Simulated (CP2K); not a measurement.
## CP2K run on MnAl₁₂Fe (Amm2, 14 atoms in the cell): self-consistent single point

Method of the run: PBEsol, GPW, DZVP-MOLOPT-SR-GTH basis, GTH-PBE potentials (GTH_POTENTIALS) (CP2K 2026.2).

The input file:

```
&GLOBAL
  PROJECT mnal12fe
  RUN_TYPE ENERGY_FORCE
  PRINT_LEVEL LOW
&END GLOBAL
&FORCE_EVAL
  METHOD Quickstep
  STRESS_TENSOR ANALYTICAL
  &DFT
    BASIS_SET_FILE_NAME BASIS_MOLOPT
    POTENTIAL_FILE_NAME GTH_POTENTIALS
    &QS
      METHOD GPW
      EPS_DEFAULT 1E-10
    &END QS
    &MGRID
      CUTOFF 600
      REL_CUTOFF 40
      NGRIDS 5
    &END MGRID
    &SCF
      SCF_GUESS ATOMIC
      EPS_SCF 1E-7
      MAX_SCF 100
      ADDED_MOS 12
      &DIAGONALIZATION
        ALGORITHM STANDARD
      &END DIAGONALIZATION
      &MIXING
        METHOD BROYDEN_MIXING
        ALPHA 0.2
        NBUFFER 8
        BETA 1.5
      &END MIXING
      &SMEAR ON
        METHOD METHFESSEL_PAXTON
        SIGMA [eV] 0.1
      &END SMEAR
    &END SCF
    &KPOINTS
      SCHEME MONKHORST-PACK 3 6 6
      GAMMA_CENTERED T
    &END KPOINTS
    &XC
      &XC_FUNCTIONAL
        &PBE
          PARAMETRIZATION PBESOL
        &END PBE
      &END XC_FUNCTIONAL
    &END XC
    &PRINT
      &MO
        EIGENVALUES T
        OCCUPATION_NUMBERS T
        NDIGITS 8
        FILENAME mo
        &EACH
          QS_SCF 0
        &END EACH
        ADD_LAST NUMERIC
      &END MO
      &MULLIKEN OFF
      &END MULLIKEN
    &END PRINT
  &END DFT
  &SUBSYS
    &CELL
      A 8.70651000 0.00000000 0.00000000
      B 0.00000000 4.89752300 0.00000000
      C 0.00000000 -0.72875800 4.84300000
      PERIODIC XYZ
    &END CELL
    &COORD
      SCALED
      Mn       0.50000000     0.53746000     0.53746000
      Al       0.00000000     0.97219000     0.60571000
      Al       0.00000000     0.60571000     0.97219000
      Al       0.50000000     0.39296000     0.02694000
      Al       0.50000000     0.02694000     0.39296000
      Al       0.24909000     0.67606000     0.32572000
      Al       0.75091000     0.32572000     0.67606000
      Al       0.75091000     0.67606000     0.32572000
      Al       0.24909000     0.32572000     0.67606000
      Al       0.15078000     0.14575000     0.14575000
      Al       0.84922000     0.14575000     0.14575000
      Al       0.34959000     0.85459000     0.85459000
      Al       0.65041000     0.85459000     0.85459000
      Fe       0.00000000     0.46052000     0.46052000
    &END COORD
    &KIND Mn
      BASIS_SET DZVP-MOLOPT-SR-GTH-q15
      POTENTIAL GTH-PBE-q15
    &END KIND
    &KIND Al
      BASIS_SET DZVP-MOLOPT-SR-GTH-q3
      POTENTIAL GTH-PBE-q3
    &END KIND
    &KIND Fe
      BASIS_SET DZVP-MOLOPT-SR-GTH-q16
      POTENTIAL GTH-PBE-q16
    &END KIND
  &END SUBSYS
  &PRINT
    &FORCES ON
    &END FORCES
    &STRESS_TENSOR ON
    &END STRESS_TENSOR
  &END PRINT
&END FORCE_EVAL
```

The program printed (abridged):

```
 GLOBAL| Method name                                                        CP2K
 GLOBAL| Project name                                                   mnal12fe
 GLOBAL| Run type                                                   ENERGY_FORCE

 TOTAL NUMBERS AND MAXIMUM NUMBERS

  Total number of            - Atomic kinds:                                   3
                             - Atoms:                                         14
                             - Shell sets:                                    14
                             - Shells:                                        76
                             - Primitive Cartesian functions:                 60
                             - Cartesian basis functions:                    230
                             - Spherical basis functions:                    208

  Maximum angular momentum of- Orbital basis functions:                        3
                             - Local part of the GTH pseudopotential:          2
                             - Non-local part of the GTH pseudopotential:      3

 SCF PARAMETERS         Density guess:                                    ATOMIC
                        max_scf:                                             100
                        max_diis:                                              4
                        eps_scf:                                        1.00E-07
                        eps_diis:                                       1.00E-01
                        eps_eigval:                                     1.00E-05
                        level_shift [a.u.]:                             0.000000
                        added MOs                                        12    0
                        Mixing method:                            BROYDEN_MIXING
                                                charge density mixing in g-space
                        Smear method:                          METHFESSEL_PAXTON
                        Smearing width (sigma) [a.u.]:                  3.67E-03
                        Accuracy threshold:                             1.00E-10
                        No outer SCF

 Extrapolation method: initial_guess

 Number of electrons:                                                         67
 Number of occupied orbitals:                                                 34
 Number of molecular orbitals:                                                46

 Number of orbital functions:                                                208
 Number of independent orbital functions:                                    208

 SCF WAVEFUNCTION OPTIMIZATION

  Step     Update method      Time    Convergence         Total energy    Change
     1 NoMix/Diag. 0.20E+00      -     1.59768585      -254.9167696164 -2.55E+02
     2 Broy./Diag. 0.20E+00      -     0.34810835      -242.1433262812  1.28E+01
     3 Broy./Diag. 0.20E+00      -     0.04077143      -255.7200399274 -1.36E+01
     4 Broy./Diag. 0.20E+00      -     0.11446647      -252.8258329249  2.89E+00
     5 Broy./Diag. 0.20E+00      -     0.06062659      -252.7340043042  9.18E-02
     6 Broy./Diag. 0.20E+00      -     0.02640710      -252.6205314458  1.13E-01
     7 Broy./Diag. 0.20E+00      -     0.02117991      -252.1266409596  4.94E-01
   [... 9 lines left out ...]
    17 Broy./Diag. 0.20E+00      -     0.00000276      -252.3014274314 -7.29E-05
    18 Broy./Diag. 0.20E+00      -     0.00000288      -252.3014614821 -3.41E-05
    19 Broy./Diag. 0.20E+00      -     0.00000076      -252.3014726198 -1.11E-05
    20 Broy./Diag. 0.20E+00      -     0.00000102      -252.3014805628 -7.94E-06
    21 Broy./Diag. 0.20E+00      -     0.00000009      -252.3014789806  1.58E-06

  *** SCF run converged in    21 steps ***

  Electronic density on regular grids:        -66.9999999808        0.0000000192
  Core density on regular grids:               66.9999999897       -0.0000000103
  Total charge density on r-space grids:        0.0000000089
  Total charge density g-space grids:           0.0000000089

  Overlap energy of the core charge distribution:               0.00000000000041
  Self energy of the core charge distribution:               -442.19754056633440
  Core Hamiltonian energy:                                    118.34499618884185
  Hartree energy:                                             105.93997327257887
  Exchange-correlation energy:                                -34.38880959531968
  Smearing free energy correction:                             -0.00009828029329
  Fermi energy:                                                 0.30785362322254

  Total energy:                                              -252.30147898056168

 ENERGY| Total FORCE_EVAL ( QS ) energy [hartree]           -252.301480264470854

 FORCES| Atomic forces [hartree/bohr]
 FORCES|   Atom     x               y               z               |f|
 FORCES|      1 -1.28330814E-08  1.13083288E-03  1.31366460E-03   1.73334869E-03
 FORCES|      2 -2.16633388E-08 -3.74477307E-04  6.26981744E-04   7.30300871E-04
 FORCES|      3  2.17948696E-08  6.75865325E-04 -2.77039319E-04   7.30441458E-04
 FORCES|      4  1.43318968E-08 -8.32087506E-04  1.68432582E-04   8.48963576E-04
 FORCES|      5 -5.90961718E-08  2.90465241E-04 -7.97751075E-04   8.48985770E-04
 FORCES|      6  1.29239526E-04  2.50293974E-04 -1.03859033E-04   3.00227626E-04
 FORCES|      7 -1.29266212E-04 -1.39832031E-04  2.32036473E-04   3.00172742E-04
 FORCES|      8 -1.29200598E-04  2.50193762E-04 -1.03871620E-04   3.00131682E-04
 FORCES|      9  1.29232586E-04 -1.39955409E-04  2.32082385E-04   3.00251247E-04
 FORCES|     10 -3.90651266E-05 -1.48809505E-04 -1.72823655E-04   2.31383596E-04
 FORCES|     11  3.90951162E-05 -1.48745382E-04 -1.72834560E-04   2.31355574E-04
 FORCES|     12  1.51876246E-04  1.22990588E-04  1.43119786E-04   2.42232021E-04
 FORCES|     13 -1.51906670E-04  1.23084962E-04  1.43040804E-04   2.42252381E-04
 FORCES|     14  5.30991314E-08 -6.93973621E-04 -8.06161233E-04   1.06371769E-03
 FORCES| Sum     5.00987137E-10  3.65845968E-04  4.25017877E-04
 FORCES| Total atomic force                                       5.60788256E-04

 STRESS| Analytical stress tensor [bar]
 STRESS|                        x                   y                   z
 STRESS|      x        2.20943361300E+04   3.22130118643E-02   6.31536802367E-02
 STRESS|      y        3.22130118643E-02   1.94263931369E+04   1.98778602787E+03
 STRESS|      z        6.31536802367E-02   1.98778602787E+03   2.00248984078E+04
 STRESS| 1/3 Trace                                             2.05152092249E+04
```

The run converged in 21 iterations.

The starting cell comes from a database of computed structures (which also holds hypothetical and non-ambient phases and stackings), without a prior relaxation at this level. Spin polarisation is off. Values carry the incompleteness of an atom-centred basis. The potentials were made for another functional than the one used.

Cost on one core of a shared machine: roughly 3 min.
